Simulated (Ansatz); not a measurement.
A defect in wurtzite GaN moves over a barrier of 1.99 eV by a hop of 3.10 Å along (0.32, 0.64, -0.48) of the unit cell (72 sites, 2×2×2 shifted along c). Calculation: PBE, PAW (plane waves to 420 eV; Ansatz, an electronic-structure program).

Barriers are those of the lowest checked hop between equivalent sites, from the lowest site run (climbing-image NEB, static, fixed cells, no finite-size terms; on the finer meshes named, energies are single points at the band's geometries). One hop need not carry long-range diffusion, and untried routes could be lower. Saddle orders were checked for a part of the study's bands only and are not shown. Vacancies start on their lattice site; split forms were not set up. Charge states are imposed.

Which of these computed defects is it?
A) Ga vacancy, charge -3
B) interstitial Zn, charge +2
C) interstitial Cu, charge +1
D) interstitial Na, charge +1

A, Ga vacancy, charge -3. The others have 1.70 eV (interstitial Na, charge +1), 1.15 eV (interstitial Cu, charge +1), 0.69 eV (interstitial Zn, charge +2).
